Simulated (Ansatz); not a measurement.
Base system: CrO2 in the rutile structure (space group P4_2/mnm, No. 136; a = 4.392 Å, c = 2.888 Å; ferromagnetic). Axes: x, y, z lie along a, b, c of the conventional cell.

The values are results of Kohn–Sham DFT with the PBEsol functional, run in Ansatz (a quantum-chemistry and plane-wave program) with PAW and 420 eV plane waves, scalar-relativistic without spin-orbit coupling, not measurements.

For the base:

| Property | Result |
|---|---|
| Pressure | 0.0 GPa |
| Volume per atom | 9.28 Å³ |
| Magnetic state | ferromagnetic |

It is then changed as follows: tensile biaxial strain of 3.66 % in the plane normal to [001], as in epitaxy on a mismatched substrate; the out-of-plane cell vector and the atoms relax.

Predict the new pressure, volume per atom and magnetic state.

The pressure (mean of the normal stresses, compression positive) goes from zero to -8.8 GPa; the volume per atom increases by 0.46 Å³ to 9.74 Å³; the magnetic state stays ferromagnetic.

Without a gap, meshes like the base's 11×11×16 leave anisotropic stresses uncertain by several tenths of a GPa, and small strain energies with them. Whether these cells are dynamically stable was not tested. No Hubbard U is applied and the magnetic state is the run's own (CrO2 ferromagnetic); other magnetic orders, which need larger cells, were not tried and can change the gap. The base started in Pnnm and relaxed to P4_2/mnm at this level.
